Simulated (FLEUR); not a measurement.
Converging the basis cutoff: CdPt (P4mm, 2 atoms in the cell)

```
CELL_PARAMETERS angstrom
      2.97650     0.00000     0.00000
      0.00000     2.97650     0.00000
      0.00000     0.00000     3.83451
ATOMIC_POSITIONS crystal
  Cd 0.00000 0.00000 0.01304
  Pt 0.50000 0.50000 0.50000
```

Method: PBEsol, all-electron FLAPW (FLEUR), scalar-relativistic valence.

Base settings: Kmax = 4.1 1/bohr; GmaxXC = 16.4 1/bohr; xcFunctional = PBEs; jspins = 1; l_soc = F; mode = hist; fermiSmearingEnergy = 0.00367493 Htr; mesh (inpgen div1-3) = 4 4 3; inpgen gamma flag = true; Gmax = 16.4 1/bohr.

Moved along: Gmax, GmaxXC.

The second cell is the first with its lattice scaled by 0.98.

The mesh stays at the base's, so the ladder's end is converged at best in this setting alone.

Only quantities that move along the ladder and can be compared are tabulated.

These are the values that this program gave, and no reference: the default basis lacks the next d shell.

Core times come from one kind of shared machine, to one figure; runs under 30 s give none.

The starting cell comes from a database of computed structures (which also holds hypothetical and non-ambient phases and stackings), without a prior relaxation at this level. Its lattice was rescaled by up to half a per cent. One atom was moved a little off its site on purpose. Spin polarisation is off. Values depend on the basis (sphere radii, cutoffs, local orbitals), which need not be converged.

Steps (Kmax): 2.43 1/bohr; 2.59 1/bohr; 2.75 1/bohr; 2.9 1/bohr; 3.04 1/bohr; 3.18 1/bohr; 3.43 1/bohr; 3.67 1/bohr; 3.89 1/bohr; 4.1 1/bohr; 4.3 1/bohr; 4.49 1/bohr; 4.76 1/bohr; 5.02 1/bohr; 5.42 1/bohr.

Problem. What is the coarsest Kmax that holds the energy of the compressed cell less the first within 2 meV/atom of the last step, with all finer ones?

Solution. 3.67 1/bohr, at about 0.4 of the last step's time; the step before is off by 2.3 meV/atom.

Problem. What is the state of the free energy at the end of the ladder?

Solution. Still drifting one way, by 2.1 meV/atom over the last two steps, so the last step is no safe reference.

Problem. What is the coarsest Kmax that holds the forces within 0.01 eV/Å of the last step, with all finer ones?

Solution. 3.43 1/bohr; the step before is off by 0.016 eV/Å.

```tsv
Kmax	free energy less the last step's (meV/atom)	energy of the compressed cell less the first (meV/atom)	largest difference of a force vector from the last step's (eV/Å)	core time / last (rough)
2.43 1/bohr	5898.83	-70.94	0.810	–
2.59 1/bohr	3262.75	-154.15	0.270	–
2.75 1/bohr	1695.67	-70.60	0.055	0.3
2.9 1/bohr	893.61	12.79	0.034	0.3
3.04 1/bohr	518.40	2.03	0.024	0.3
3.18 1/bohr	294.41	9.30	0.016	0.3
3.43 1/bohr	105.78	17.93	0.002	–
3.67 1/bohr	42.22	16.53	0.000	0.4
3.89 1/bohr	20.01	15.55	0.001	0.5
4.1 1/bohr	10.01	16.39	0.002	0.5
4.3 1/bohr	5.79	16.17	0.002	0.5
4.49 1/bohr	3.73	16.00	0.002	0.4
4.76 1/bohr	2.05	15.81	0.001	0.6
5.02 1/bohr	1.09	15.72	0.000	0.6
5.42 1/bohr	0.00	15.61	0.000	1
```
